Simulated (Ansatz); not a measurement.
Start from a 16-atom supercell of BN in the h-BN type structure (space group P6_3/mmc, No. 194; a = 2.501 Å, c = 6.526 Å; layered, stacked along the Cartesian z axis) at its relaxed geometry.

The values are results of r2SCAN+rVV10 (Ansatz, a first-principles code), no SOC, not measurements.

For the base:

```
Property   Result
--------  -------
Pressure  0.0 GPa
```

Now apply this change: a neutral N interstitial (started 1.97 Å from the nearest host atom), atoms relaxed at fixed cell, starting from a slightly rattled geometry.

Task: What does the calculation give for the final site of the added atom after the change?

Result: The final site of the added atom amounts to 1 B at 1.50 Å and 1 N at 1.53 Å (bent).

Task: How does this affect the largest displacement of a host atom from its site in the perfect cell?

Result: The largest displacement of a host atom from its site in the perfect cell amounts to 0.34 Å.

Task: Predict the new pressure.

Result: The pressure goes from zero to 6.3 GPa.

The magnetic state is the one reached from the starting moments; the real material's order can differ, and small cells can't hold many antiferromagnetic ones. In so small a cell the defect repeats every few ångströms: this is an ordered compound, not a dilute defect. The defect cell is spin-polarised and ends with 1.0 μB.
